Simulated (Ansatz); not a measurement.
BeS (model structure, started from the CdTe type, P6₄22, No. 181, 6 atoms in the cell) was calculated with PBEsol (Ansatz, a first-principles code, PAW).

Run with plane-wave cutoff 520 eV, 12×12×4 k mesh (along the axes of the cell as run), Fermi–Dirac smearing 0.01 eV, scalar-relativistic PAW data made under PBE.

Cell (relaxed at this level):

```
BeS
1.0
    3.42364     0.00000     0.00000
   -1.71182     2.96496     0.00000
    0.00000     0.00000     7.74593
Be S
3 3
Cartesian
 -0.85591   1.48247   5.16395
  0.85591   1.48248   0.00000
  1.71181   0.00000   2.58198
 -0.85591   1.48247   1.29099
  0.85591   1.48248   3.87296
  1.71181   0.00000   6.45494
```

Predict the band gap, Γ–Γ gap and bulk modulus.


- band gap: 2.49 eV (on the SCF k mesh)
- Γ–Γ gap: 3.91 eV
- bulk modulus: 105 GPa

Note: the bulk modulus is −V dP/dV from two relaxed cells at ±2 % in volume; the relaxation could raise the start's symmetry but not lower it, so the cell can be a saddle point.

Static lattice: no zero-point or thermal effects.

A model structure was made by putting elements into a prototype or built by hand; it is no filed structure, need not be a known phase, and can be a saddle point held by its symmetry.
